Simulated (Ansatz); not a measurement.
The reference is AlN (space group P6_3/mmc, No. 194; a = 3.3016 Å, c = 4.1410 Å; a cell from a computed database, its experimental status unchecked).

Now apply this change: cell and atoms relaxed at a pressure of 10 GPa.

Levels (all Ansatz, a program for electronic structure, PAW): PBEsol (420 eV, no spin-orbit coupling); HSE06 (420 eV, no spin-orbit coupling).

The geometry is relaxed with PBEsol.

```
Property           Value
---------------  -------
PBEsol band gap  3.65 eV
```

With HSE06 at the same geometry, the band gap goes up by 1.406 eV to 5.05 eV.

Single points use the geometry relaxed with PBEsol. Load acts through the strain it causes; cell and atoms are relaxed under it. Stability against distortions was not tested. Competing high-pressure phases were not computed. This is not the structure that AlN has at room temperature and ambient pressure.
